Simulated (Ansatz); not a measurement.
C11b WSi₂ was calculated with LDA in Ansatz (PAW).

Run with plane-wave cutoff 520 eV, 24×24×24 k mesh, Fermi–Dirac smearing 0.05 eV, no spin polarisation, scalar-relativistic PAW data made under PBE.

Shape and atoms are relaxed at each volume.

Pressure at four volumes; x = ln(V/13.142 Å³). One pressure is withheld.

```tsv
V (Å³/atom)	x	P (GPa)
12.617	-0.0408	?
12.880	-0.0201	5.02
13.142	0.0000	0.00
13.668	0.0392	-8.56
```

Q: Pass a parabola P(x) through the three rows shown, estimate the bulk modulus and its pressure derivative near zero pressure, and predict the withheld pressure.

A: Slopes between the rows: (0.00 − (5.02))/(0.0000 − (-0.0201)) = -249.75 and (-8.56 − (0.00))/(0.0392 − (0.0000)) = -218.37 GPa. Their difference over the span 0.0593 is c = 31.38/0.0593 = 529.2 GPa, so P(x) = 5.02 + (-249.75)(x − (-0.0201)) + 529.2 (x − (-0.0201))(x − (0.0000)). At the middle row B = −dP/dx = −[-249.75 + 529.2 × 0.0201] = 239.1 GPa, and B′ = dB/dP = 2c/B = 4.4. At x = -0.0408 the parabola gives 10.64 GPa; the run gives 10.61 GPa. The Birch–Murnaghan fit to the energies at all volumes has B0 = 238 GPa and B′ = 4.4.

Spin–orbit coupling is not included.

Ansatz is a quantum-chemistry and plane-wave program.
